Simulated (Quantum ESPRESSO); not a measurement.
Troubleshooting Quantum ESPRESSO: a failed run on CdO (Fm-3m, 2 atoms in the cell). The aim is a self-consistent single point with DFT, PBE, plane waves, PseudoDojo standard norm-conserving (PBE) pseudopotentials.

Cell that was meant: a = 3.3767 Å, b = 3.3767 Å, c = 3.3767 Å, α = 60.00°, β = 60.00°, γ = 60.00°.

Part of the input:

```fortran
    smearing = 'gaussian'
    degauss = 0.0147
/
ATOMIC_SPECIES
Cd   112.4140  Cd.upf
O     15.9990  O.upf
CELL_PARAMETERS bohr
```

Log, with long lists cut:

```
     This program is part of the open-source Quantum ESPRESSO suite
     for quantum simulation of materials; please cite

 %%%%%%%%%%%%%%%%%%%%%%%%%%%%%%%%%%%%%%%%%%%%%%%%%%%%%%%%%%%%%%%%%%%%%%%%%%%%%%
     Error in routine  read_namelists (1):
      bad line in namelist &electrons: "8 8 8  0 0 0" (error could be in the previous line)
 %%%%%%%%%%%%%%%%%%%%%%%%%%%%%%%%%%%%%%%%%%%%%%%%%%%%%%%%%%%%%%%%%%%%%%%%%%%%%%

     stopping ...
```

Problem. Read the log: what does the program object to, and what is the fix?

Solution. The fault is a required namelist left out. The program reads the namelists in a fixed order, even empty ones. To fix it, add the namelist. The program stopped before any SCF iteration.

The sound input it was made from differs as follows (other fixes are possible):
```diff
+&electrons
+    conv_thr = 1e-10
+    mixing_beta = 0.4
+/
```

With that input, the run converged in 12 iterations: free energy E − TS -5220.9385 eV; Fermi level (on the code's own zero) 12.10 eV; pressure -0.62 GPa (DFT, PBE, plane waves, PseudoDojo standard norm-conserving (PBE) pseudopotentials).

On the sound input: the starting cell comes from a database of computed structures (which also holds hypothetical and non-ambient phases and stackings), without a prior relaxation at this level. Its lattice was rescaled by a random factor within 2.5 % of one. The run gives no clean gap (levels at the Fermi energy touch, overlap or are partly filled at this smearing), which alone does not show that the compound is a metal.
